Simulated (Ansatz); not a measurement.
L1₀ (CuAu-type) CuAu, treated with r²SCAN+rVV10 in Ansatz (PAW).

Settings: plane-wave cutoff 560 eV, 20×20×16 k mesh (along the axes of the cell as run), Fermi–Dirac smearing 0.05 eV, no spin polarisation, scalar-relativistic PAW data made under PBE.

Equation-of-state points:

```
V (Å³/atom)  E − E_lowest (meV/atom)  P (GPa)
-----------  -----------------------  -------
13.732                         13.02     7.62
14.018                          3.11     3.57
14.304                          0.00     0.00
14.590                          2.86    -3.14
14.877                         10.98    -5.90
```

Task: What bulk modulus B0 and pressure derivative B′ does a third-order Birch–Murnaghan fit give?

Result: V0 = 14.304 Å³/atom, B0 = 167 GPa, B′ = 5.4 (fit to the energies at full precision).

Shape and atoms are relaxed at each volume.

Note: the bulk modulus comes from volumes at which shape and atoms were relaxed.

Spin–orbit coupling is not included; it can shift volumes and moduli of such heavy elements.

Ansatz is an electronic-structure program.
